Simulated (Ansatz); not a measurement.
## Competing hops of Mo-vacancy pair in bcc W, neutral cell

System: Mo-vacancy pair (Mo on one host W site, one W site vacant) in bcc W (neutral cell). The numbers are results of PBE, PAW (plane waves to 420 eV; Ansatz, a quantum-chemistry and plane-wave program), not measurements.

36-site cell at the relaxed PBE lattice, a 2×2×3 k-point mesh shifted by half a step, smearing 0.10 eV, spin-restricted, no finite-size correction. Static, classical nuclei. Spin-orbit coupling is left out. Forms of the defect that were not tried may lie lower.

Barriers: single points on a 3×3×5 k-point mesh shifted by half a step at the bands' geometries (they differ from the bands' own by up to 0.11 eV, and are uncertain by about as much).

| Route | Start site over the lowest site run (eV) | Hop (Å) | Forward barrier (eV) | Backward barrier (eV) | Neighbours at the start | Neighbours at the saddle | Saddle order | Forward, on the band's own sampling (eV) |
|---|---|---|---|---|---|---|---|---|
| Mo and the vacancy change places (Mo-vacancy distance between ideal sites 2.76 Å throughout) | 0.00 | 2.70 | 1.46 | 1.46 | 2 W at 2.73, 4 W at 2.76, W at 2.77, W at 3.14, 2 W at 3.16, 2 W at 3.20, W at 3.23 Å | 2 W at 2.68, W at 2.70, 2 W at 2.74, W at 2.76, W at 3.23, 2 W at 3.24 Å | not checked, on a symmetry element | 1.34 |
| a nearby W atom hops onto the vacant site (Mo-vacancy distance between ideal sites 2.76 → 3.18 Å) | 0.00 | 2.70 | 1.69 | 1.61 | Mo at 3.14, Mo at 3.23; 2 W at 2.73, 4 W at 2.76, W at 2.77, 2 W at 3.15, 2 W at 3.20 Å | Mo at 2.74; 2 W at 2.68, W at 2.70, 2 W at 2.72, W at 3.26, 2 W at 3.28 Å | not checked, on a symmetry element | 1.58 |

Paths come from CI-NEB runs. Of the routes that converged and passed our checks, the lowest saddle point lies 1.46 eV above the lowest of the sites run (Mo and the vacancy change places (Mo-vacancy distance between ideal sites 2.76 Å throughout)); other sites, such as split forms, and other routes may lie lower. A band can be held on a symmetry element, so unchecked saddle points there may be too high.

The whole set of runs took roughly 4 core-hours.
